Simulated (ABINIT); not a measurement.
ABINIT run on CdF₂ (Fm-3m, 3 atoms in the cell): relaxation of cell and atoms.

Method: PBE, PAW (JTH v2.0 PBE PAW) (plane waves; ABINIT 10.0.3).

Input as run:

```
# CdF2, JTH v2.0 PBE PAW
pp_dirpath "./"
pseudos "Cd.GGA_PBE-JTH.xml, F.GGA_PBE-JTH.xml"
acell 3*1.0 Angstrom
rprim
        -0.0000000000    2.6918780000    2.6918780000
         2.6918780000    0.0000000000    2.6918780000
         2.6918780000    2.6918780000   -0.0000000000
natom 3
ntypat 2
znucl 48 9
typat 1 2 2
xcart
         0.0000000000    0.0000000000    0.0000000000
         1.3459390000    1.3459390000    1.3459390000
         4.0378170000    4.0378170000    4.0378170000
      Angstrom
ecut 653 eV
pawecutdg 1306 eV
pawxcdev 0
occopt 1
nband 16
kptopt 1
ngkpt 7 7 7
nshiftk 1
shiftk 0 0 0
nstep 100
tolvrs 1.0e-10
diemac 6
ionmov 2
ntime 40
tolmxf 2.0e-04
optcell 2
dilatmx 1.08
ecutsm 0.5
prtwf 0
prtden 0
prtvol 1
```

Output (repeated stretches shortened):

```
--- !BeginCycle
solver: {iscf: 17, nstep: 100, nline: 4, wfoptalg: 10, }
tolerances: {tolvrs: 1.00E-10, }
...

     iter   Etot(hartree)      deltaE(h)  residm     nres2
 ETOT  1  -96.292487914331    -9.629E+01 3.336E-01 3.713E+01
 ETOT  2  -96.408756789483    -1.163E-01 2.430E-01 1.561E+01
 ETOT  3  -96.400678398390     8.078E-03 9.350E-02 1.668E+00
 ETOT  4  -96.401957743054    -1.279E-03 6.883E-02 8.229E-01
 ETOT  5  -96.405043555369    -3.086E-03 6.686E-02 1.566E-02
   [... 5 lines left out ...]
 ETOT 11  -96.405001966728    -2.335E-09 3.625E-02 5.407E-08
 ETOT 12  -96.405001966947    -2.192E-10 2.841E-02 2.286E-10
 ETOT 13  -96.405001966954    -7.404E-12 3.066E-02 1.158E-10
 ETOT 14  -96.405001966955    -6.111E-13 2.596E-02 1.052E-12
 At SCF step   14       nres2   =  1.05E-12 < tolvrs=  1.00E-10 =>converged.

 Cartesian components of stress tensor (hartree/bohr^3)
  sigma(1 1)= -1.92491699E-04  sigma(3 2)=  0.00000000E+00
  sigma(2 2)= -1.92491699E-04  sigma(3 1)=  0.00000000E+00
  sigma(3 3)= -1.92491699E-04  sigma(2 1)=  0.00000000E+00

 ----iterations are completed or convergence reached----

 reduced coordinates (array xred) for    3 atoms
       0.000000000000     -0.000000000000      0.000000000000
       0.250000000000      0.250000000000      0.250000000000
       0.750000000000      0.750000000000      0.750000000000
 cartesian forces (eV/Angstrom) at end:
    1     -0.00000000000000    -0.00000000000000     0.00000000000000
    2      0.00000000000000    -0.00000000000000    -0.00000000000000
   [... lines left out ...]
 Fermi (or HOMO) energy (hartree) =   0.02886   Average Vxc (hartree)=  -0.35663
   [... lines left out ...]
local_psp           : -7.70754811945848E+01
total_energy        : -9.64063127645889E+01
total_energy_eV     : -2.62334918316445E+03
...

-Cartesian components of stress tensor (GPa)         [Pressure=  1.3045E-02 GPa]
- sigma(1 1)= -1.30447725E-02  sigma(3 2)=  0.00000000E+00
- sigma(2 2)= -1.30447725E-02  sigma(3 1)=  0.00000000E+00
- sigma(3 3)= -1.30447725E-02  sigma(2 1)=  0.00000000E+00

 Calculation completed.
```

The run converged. 

Summary of the result:
```
Quantity                                                                            Result
------------------------------------------------  ----------------------------------------
Free energy E − TS                                                             -2623.35 eV
Top of the valence band (on the code's own zero)                                   0.79 eV
Gap on the k-point mesh                                                            2.95 eV
Pressure                                                                          0.01 GPa
Final cell                                        a = b = c = 3.8750 Å, α = β = γ = 60.00°
Final volume per atom                                                             13.71 Å³
Relaxation steps                                                                         4
```

The starting cell comes from a database of computed structures (which also holds hypothetical and non-ambient phases and stackings), without a prior relaxation at this level. Its lattice was rescaled by a random factor within 2.5 % of one. The relaxation keeps the symmetry of its start, so its end need not be a minimum.

Cost on one core of a shared machine: roughly 2 min.
